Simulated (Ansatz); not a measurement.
Data:

End structure of a constructed model of the (0001) surface of hcp Hf, a layer of W in place of the second plane (bottom of the slab: a bare face, its two planes held):

```
CELL_PARAMETERS angstrom
      3.20485     0.00000     0.00000
     -1.60243     2.77549     0.00000
      0.00000     0.00000    29.00000
ATOMIC_POSITIONS crystal
  Hf 0.66667 0.33333 0.28427
  Hf 0.33333 0.66667 0.37164
  Hf 0.66667 0.33333 0.45987
  Hf 0.33333 0.66667 0.54846
  W  0.66667 0.33333 0.62363
  Hf 0.33333 0.66667 0.69424
```

Slab: 6 atoms, 12.5 Å thick at the start; k 13x13x1, smearing 0.1 eV, dipole-corrected; 2 atoms held, the rest relaxed; start symmetry kept, larger cells not searched; no spin, no spin-orbit, no U. It is one candidate, not shown to be the stable structure of the face.

Q: What is the computed work function of the top face (PBE (Ansatz, a quantum-chemistry and plane-wave program))?

A: 4.00 eV
